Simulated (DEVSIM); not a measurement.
Structure: Schottky contact on n-type Si, at 250 K.

Layer 1 from the left is Si, thickness (μm) 0.350, Nd (cm⁻³) 2.2e15, τn (s) 1.6e-5, τp (s) 1.6e-5.

Left contact: Schottky, work function 4.52 eV, emission velocity 4.4e6 cm/s. Right contact: ohmic. Voltage is applied to the left contact. Recombination: SRH at mid-gap, radiative, Auger. Gap narrowing is on: ΔEg = 6.92 meV × (l + √(l² + 0.5)), l = ln(N/1.3e17 cm⁻³), shared equally by both band edges. Mobility is constant in doping.

This is a model device: material constants are rounded textbook-type values typed into the input, and sizes, dopings and lifetimes were drawn at random. Values at 300 K; Nc and Nv go as T^1.5, mobilities as T to minus their exponent, the gap by Varshni's rule with the affinity fixed.

Si: gap (eV) 1.124, affinity (eV) 4.05, permittivity 11.7, Nc (cm⁻³) 2.86e19, Nv (cm⁻³) 3.1e19, μn (cm²/Vs) 1417, μp (cm²/Vs) 470, T exponent of μn 2.3, T exponent of μp 2.2, B (cm³/s) 4.7e-15, Cn (cm⁶/s) 2.8e-31, Cp (cm⁶/s) 9.9e-32, Varshni α (eV/K) 0.000473, Varshni β (K) 636.

DEVSIM, 1D drift-diffusion, Boltzmann statistics, complete ionisation; no tunnelling, impact ionisation, image-force lowering or self-heating. Metal contacts follow the ideal Schottky-Mott rule: no Fermi-level pinning, no interface dipoles.

Dark forward current:

```csv
|V| (V),|J| (A/cm²)
0.05,0.04032
0.10,0.4375
0.15,4.247
0.20,37.29
0.25,235.6
0.30,806.8
0.35,1684
0.40,2698
```

**Question.** Work out the local ideality factor n = ΔV / (kT/q · ln(J2/J1)) between the rows 0.10 and 0.15 V, 0.35 and 0.40 V.

**Answer.** kT/q = 21.54 mV. From 0.10 to 0.15 V: ln(4.247/0.4375) = 2.273, n = 1.02, near the 1 of diffusion or emission over a barrier. From 0.35 to 0.40 V: ln(2698/1684) = 0.471, n = 4.92; the layers' resistance at their doping, Σ W/(qμN) = 4.6e-5 Ω cm², would take 47 mV of this step of 50 mV.

**Question.** Estimate the current at 0.10 V for emission alone, J0 = q v N_band exp(−φB/kT), and read the barrier back from the simulated current.

**Answer.** φB = 0.470 eV, N_band = 2.18e19 cm⁻³, J0 = 0.00512 A/cm²; J = J0 (exp(qV/kT) − 1) = 0.527 A/cm². The simulation gives 0.438 A/cm²; the estimate lies 20 % above. Read backwards, the simulated current gives an apparent barrier of 0.474 eV. The estimate leaves out transport through the depletion region and minority injection.
